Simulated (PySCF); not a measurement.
PySCF 2.14.0, unrestricted TPSSH/def2-svp, df: [CH2]Cl, charge 0, multiplicity 2, 4 atoms. The geometry is a generated start, not checked to be a minimum at this level.

```
Item                           Value
-------------------  ---------------
task                          energy
method                         tpssh
basis                       def2-svp
two-electron scheme  density fitting
mol.max_memory               3000 MB
mf.max_cycle                     100
mf.conv_tol          1e-09 (default)
mf.grids.level           3 (default)
basis functions                   42
grid points                    52616
```

```xyz
4

C     -0.1640     0.0022     0.0371
Cl     1.5100    -0.0213     0.0008
H     -0.6583     0.9499    -0.0219
H     -0.6877    -0.9308    -0.0160
```

Charge 0 and multiplicity 2 are set for this test and not shown to be the ground state.

With the defaults (mf.diis = true, mf.init_guess = minao, mf.damp = 0, mf.diis_start_cycle = 1, mf.diis_damp = 0, mf.level_shift = 0, mf.DIIS = CDIIS, mf.diis_space = 8) it converges in 12 Fock builds. One run each on 2 threads, 1 BLAS thread, with these changes:
- mf.damp = 0.3, mf.diis_start_cycle = 4
- mf.diis_space = 3
- mf.diis = false
- mf.diis_damp = 0.3
- mf.init_guess = sap
- mf.init_guess = 1e
- mf.level_shift = 0.3 Hartree
- mf.DIIS = EDIIS
- mf.diis = false, mf.damp = 0.7, mf.diis_start_cycle = 999

Problem. Name the settings that don't reach the solution of the defaults.

Solution. No convergence: mf.diis = false (the run ends without SCF convergence in 100 cycles). The rest reach the solution of the defaults.

| setting | Fock builds | end |
|---|---|---|
| the defaults | 12 | same solution |
| mf.damp = 0.3, mf.diis_start_cycle = 4 | 12 | same solution |
| mf.diis_damp = 0.3 | 12 | same solution |
| mf.init_guess = sap | 14 | same solution |
| mf.diis_space = 3 | 15 | same solution |
| mf.level_shift = 0.3 Hartree | 16 | same solution |
| mf.init_guess = 1e | 18 | same solution |
| mf.diis = false, mf.damp = 0.7, mf.diis_start_cycle = 999 | 38 | same solution |
| mf.DIIS = EDIIS | 45 | same solution |
| mf.diis = false | 101 | no convergence |
